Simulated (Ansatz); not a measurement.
Ansatz (a quantum-chemistry and plane-wave program) run on MgS (I4mm, 2 atoms in the cell): self-consistent single point.

Computed with LDA (PW92), harder PAW files (source: ansatz) made with PBE (plane waves; Ansatz).

```xyz
2
Lattice="0.0000 2.6078 2.6078 2.6078 0.0000 2.6078 2.6078 2.6078 0.0000" Properties=species:S:1:pos:R:3 pbc="T T T"
Mg     0.0000     0.0000     0.0500
S      2.6078     2.6078     2.6078
```

Reference input (self-consistent single point, DFT, LDA (PW92), plane waves, default PAW files made with PBE): basis.ecutwfc = 30.9 Ry; kpoints.mp_grid.grid = 8 8 8; hamiltonian.xc = lda; hamiltonian.pseudopotentials = {kind: paw} (the program's default PAW files); scf.occupations.method = fermi_dirac; scf.occupations.width = 0.0037 Ry. This run's input differs from it in these lines:

Ansatz 0.2 input:
```diff
@@ -9,3 +9,3 @@
 basis:
-  ecutwfc: 30.9 Ry
+  ecutwfc: 91.1 Ry
 kpoints:
@@ -17,2 +17,3 @@
     kind: paw
+    source: ansatz
 scf:
```

Output (repeated stretches shortened):

```
SCF iter   1: F=—  HF=-2774.236322 eV  |F-HF|=—  |Δ(HF+E_count)|=         —  Δρ=3.59e-2  dr2=2.69e-1  ethr=3.10e-3  ⟨swp⟩=6.0  Hψ=5097  notcnv=0
all-band conjugate gradients solve this SCF's bands
preconditioner: auto → none
SCF iter   2: F=—  HF=-2774.154371 eV  |F-HF|=—  |Δ(HF+E_count)|=   8.20e-2  Δρ=1.35e-2  dr2=3.25e-2  ethr=1.68e-3  ⟨swp⟩=3.9  Hψ=1992  notcnv=0
SCF iter   3: F=—  HF=-2774.151409 eV  |F-HF|=—  |Δ(HF+E_count)|=   2.96e-3  Δρ=3.49e-3  dr2=2.77e-3  ethr=2.03e-4  ⟨swp⟩=2.2  Hψ=976  notcnv=0
SCF iter   4: F=—  HF=-2774.151241 eV  |F-HF|=—  |Δ(HF+E_count)|=   1.68e-4  Δρ=6.54e-4  dr2=1.30e-4  ethr=1.73e-5  ⟨swp⟩=2.0  Hψ=928  notcnv=0
SCF iter   5: F=—  HF=-2774.151202 eV  |F-HF|=—  |Δ(HF+E_count)|=   3.91e-5  Δρ=6.40e-5  dr2=1.21e-6  ethr=8.15e-7  ⟨swp⟩=2.0  Hψ=947  notcnv=0
SCF iter   6: F=—  HF=-2774.151224 eV  |F-HF|=—  |Δ(HF+E_count)|=   2.19e-5  Δρ=1.61e-5  dr2=5.37e-8  ethr=6.25e-10  ⟨swp⟩=8.1  Hψ=4235  notcnv=0
SCF iter   7: F=-2774.151224 eV  HF=-2774.151224 eV  |F-HF|=2.05e-9  |Δ(HF+E_count)|=   3.30e-8  Δρ=3.62e-6  dr2=1.66e-9  ethr=3.35e-10  ⟨swp⟩=3.7  Hψ=2842  notcnv=0
SCF 1 converged in 7 iterations: F = -2774.151224 eV  dr2 = 1.66e-9
Free energy (F): -2774.151224 eV
Internal energy: -2774.151224 eV  (E = F + TS)
E sigma→0 (E₀):  -2774.151224 eV
Fermi energy:    7.399627 eV
--- Forces (eV/Å), atoms counted from 1 ---
  atom   1  Mg    -0.00000000     0.00000000    -0.12183895
  atom   2  S      0.00000000     0.00000000     0.12184226
--- Stress (GPa, compression-positive) ---
       -3.752556       0.000000       0.000000
        0.000000      -3.752556       0.000000
        0.000000       0.000000      -3.463084
  P = ⅓ Tr σ = -3.6561 GPa (-36.561 kbar)
  The stress holds the Pulay correction. Without it, at fixed plane waves, as pw.x and ABINIT print it: P = -3.6571 GPa
```

The run converged in 7 iterations. Against the reference run the pressure moves little (-3.68 to -3.66 GPa), the largest force moves little (0.121 to 0.122 eV/Å) and the gap on the mesh hardly changes (2.546 to 2.548 eV).

The starting cell has typed, rounded lattice constants, without a prior relaxation at this level. Its lattice was rescaled by up to half a per cent. One atom was moved a little off its site on purpose. Ansatz's pressure includes its estimate of the finite-basis (Pulay) stress.
